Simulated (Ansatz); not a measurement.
System: AlN₂H₆F₃ (C2/m, No. 12, 12 atoms in the cell; start mp-1228986). Method: HSE06 (plane waves, PAW; Ansatz, a first-principles code).

Run with plane-wave cutoff 460 eV, 6×6×4 k mesh (along the axes of the cell as run), Fermi–Dirac smearing 0.01 eV, scalar-relativistic PAW data made under PBE.

Cell (relaxed with PBE-D3(BJ)):

Space group C2/m (No. 12); a = 9.7440 Å, b = 3.7956 Å, c = 6.9461 Å, α = 90.00°, β = 131.61°, γ = 90.00°

```
atom  site  symmetry       x       y       z
----  ----  --------  ------  ------  ------
Al      2a       2/m  0.0000  0.0000  0.0000
H       4i         m  0.3264  0.0000  0.4544
H       8j         1  0.3346  0.2123  0.2568
N       4i         m  0.2752  0.0000  0.2696
F       4i         m  0.0129  0.0000  0.7539
F       2b       2/m  0.0000  0.5000  0.0000
```
(The calculation used a cell of 12 atoms; values per cell refer to that cell.)

Predict the band gap.


band gap: 8.00 eV (on the SCF k mesh) (direct)

Note: cell and atoms aren't relaxed at this level (largest force component 0.35 eV/Å, pressure -2.0 GPa).

It cost very roughly 7 core-minutes of CPU time.

A start named mp-… is a Materials Project structure, which need not be a measured phase.
